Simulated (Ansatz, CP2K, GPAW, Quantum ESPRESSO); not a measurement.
## One structure in several programs: ZrAs (P6_3/mmc, 8 atoms in the cell)

Self-consistent single point.

```
ZrAs
1.0
    3.87005     0.00000     0.00000
   -1.93502     3.35156     0.00000
    0.00000     0.00000    13.02050
Zr As
4 4
Direct
  0.33333   0.66667   0.11654
  0.66667   0.33333   0.88346
  0.66667   0.33333   0.61654
  0.33333   0.66667   0.38346
  0.00000   0.00000   0.00000
  0.00000   0.00000   0.50000
  0.33333   0.66667   0.75000
  0.66667   0.33333   0.25000
```

Shared settings, as Ansatz (a quantum-chemistry and plane-wave program) writes them: kpoints.mp_grid.grid = 5 5 2; scf.occupations.method = gaussian; scf.occupations.width = 0.0073 Ry. Potentials and cutoffs stand in the table.

| code | model | pressure (GPa) | largest force (eV/Å) | cutoff |
|---|---|---|---|---|
| Ansatz | LDA (PW92), PAW files made with PBE | -9.34 | 0.194 | 30.9 Ry |
| CP2K | LDA (Pade form), GPW, DZVP-MOLOPT-SR-GTH basis, GTH-PADE potentials (GTH_POTENTIALS) | -9.32 | 0.215 | grid 500 Ry |
| Quantum ESPRESSO | LDA (PZ), GBRV 1.5 ultrasoft (LDA) pseudopotentials | -9.07 | 0.187 | 40 Ry |
| GPAW | LDA (Perdew-Wang 92), GPAW PAW datasets LDA (gpaw-data 1.0.1) | -9.61 | 0.202 | 600 eV |

The spread over the programs that give each value: pressure within 0.54 GPa; largest force within 0.028 eV/Å.

CP2K uses small atom-centred bases, whose incompleteness enters pressures, forces and empty levels differently from a plane-wave cutoff. Ansatz's pressure is given at a fixed set of plane waves, as the other plane-wave codes print theirs. The same LDA comes in different parametrisations, which differ slightly.

The starting cell comes from a database of computed structures (which also holds hypothetical and non-ambient phases and stackings), without a prior relaxation at this level. Its lattice was rescaled by a random factor within 2.5 % of one.

Keys are those of Ansatz 0.2.
